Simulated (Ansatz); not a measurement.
For GePt (model structure, started from the CsCl type, Pm-3m, No. 221, 2 atoms in the cell), PBE-D3(BJ) (Ansatz, a program for electronic structure, plane waves, PAW) gives:

* **lattice constant a**: 3.150 Å
* **enthalpy of formation**: -0.157 eV/atom

Question: What does r²SCAN (Ansatz, PAW) give for the same quantities?

Answer: 
- lattice constant a: 3.158 Å (goes up by 0.3 %)
- formation enthalpy: -0.018 eV/atom (moves by +0.139 eV/atom)

Changes are worked out from the printed values.

Unless a cell is named, each level is at its own relaxed cell (PBE-D3(BJ) 15.62, r²SCAN 15.75 Å³/atom).

Levels without +SOC leave out spin–orbit coupling, which shifts energies and cells of such heavy elements.

The crystal itself was run without spin with PBE-D3(BJ), r²SCAN; a magnetic state was not tried in these runs.

Ansatz's density-functional and Hartree–Fock values are scalar-relativistic unless marked +SOC, with PAW data made under PBE.

A model structure was made by putting elements into a prototype or built by hand; it is no filed structure, need not be a known phase, and can be a saddle point held by its symmetry.
